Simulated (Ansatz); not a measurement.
Start from GaP in the zinc blende structure (space group F-43m, No. 216; a = 5.4513 Å). Axes: x, y, z lie along the cube axes.

All numbers come from Kohn–Sham DFT with the r2SCAN functional, run in Ansatz (an electronic-structure program) with PAW and 500 eV plane waves, spin-orbit coupling left out.

Strains are applied to the cell and any free atomic positions relax.

One change was made to it. Results:

```tsv
quantity	base	after
valence-band top at Γ (three highest levels, from the VBM)	0.00, 0.00, 0.00 eV	0.00, 0.00, -0.03 eV
band gap	1.85 eV	1.83 eV
```

### Question
Which of these changes matches the shifts?
(A) uniaxial strain ε_zz = +3.00 %
(B) uniaxial strain ε_zz = +0.50 %
(C) uniaxial strain ε_zz = +2.50 %

### Answer
B, uniaxial strain ε_zz = +0.50 %. For comparison, the band gap in the other runs: uniaxial strain ε_zz = +2.50 % gives 1.76 eV; uniaxial strain ε_zz = +3.00 % gives 1.75 eV.

Semilocal Kohn–Sham gaps tend to fall short of experiment. No phonon test of stability was made.
